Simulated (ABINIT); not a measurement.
# Equation of state of zinc-blende BN (space group 216): energy against volume (ABINIT, PBEsol)

```
CELL_PARAMETERS angstrom
      0.00000     1.75502     1.75502
      1.75502     0.00000     1.75502
      1.75502     1.75502     0.00000
ATOMIC_POSITIONS crystal
  B  0.00000 0.00000 0.00000
  N  0.75000 0.75000 0.75000
```

Method of the run: PBEsol, norm-conserving pseudopotentials (PseudoDojo nc-sr-04 PBEsol standard) (plane waves; ABINIT). Settings: pseudos = [B.upf, N.upf]; ecut = 55 Ha; occopt = 3; tsmear = 0.01 eV; ngkpt = 16 16 16; nshiftk = 1; shiftk = 0 0 0; potentials = PseudoDojo nc-sr-04 PBEsol standard; nband = 9; kptopt = 1; nstep = 100; tolvrs = 1e-12. The cell above is the first row's. The rows scale it uniformly. In all rows fractional positions and the k mesh are held. E is the free energy at the stated smearing, counted from the lowest row.

| V (Å^3/atom) | E (meV/atom) |
|---|---|
| 5.4056 | 49.94 |
| 5.5231 | 26.92 |
| 5.6406 | 11.36 |
| 5.7582 | 2.59 |
| 5.8757 | 0.00 |
| 5.9932 | 3.05 |
| 6.1107 | 11.22 |
| 6.2282 | 24.07 |
| 6.3457 | ? |

The 8 complete rows are fitted with the third-order Birch-Murnaghan form, a cubic in V^(-2/3), E against V. With u = V^(-2/3) - 0.310, the rows have u = 0.014666, 0.010045, 0.005585, 0.001274, -0.002890, -0.006918, -0.010815, -0.014590. Least squares gives E = 1.180 + 891.65·u + 167273·u² - 93908·u³. Residuals (row less fit): 0.000, 0.000, -0.001, 0.003, -0.002, 0.002, -0.001, 0.000; standard error 0.002 (degrees of freedom: 4). Its minimum lies at u = -0.002659, so V0 = (0.307341)^(-3/2) = 5.869. There d²E/du² = 336000 and d³E/du³ = -563400, so B0 = (4/9) × 5.869^(-7/3) × 336000 × 0.160218 = 385 GPa (the last factor turns the table's units into GPa), and B0' = 4 + (2/3) × 0.307341 × (-563400)/336000 = 3.7. The program's pressures in the fitted runs (not shown) pass through zero at V = 5.87, 0.00 % from this V0.

Question: Predict the withheld E at V = 6.3457 from the fit, and compare with the calculation.

Answer: u = -0.018248, so E = 1.180 + 891.65 × (-0.018248) + 167273 × (-0.018248)² - 93908 × (-0.018248)³ = 41.180 meV/atom. The calculation gives 41.18 meV/atom, which the fit meets to the printed digits. The row lies outside the fitted rows, so this is an extrapolation. From the scatter of the fitted rows alone, a prediction at this place has a standard error of 0.005 meV/atom, so the miss is 0.0 times that.

Carrying the step between the two nearest rows on in a straight line would have given 36.92, off by 4.26; series whose last step already gives the withheld value aren't shown. The scan was laid around a cell of about the measured size, scaled by a guess for this functional. The runs keep the symmetry of the cell, so they don't test it for distortions. Cutoffs and mesh are single choices, not tested for convergence of this quantity. Series with a scatter that would blur these digits, or in which a gap closes, are not shown. Nor are scans whose minimum lies at an end fitted in this form.
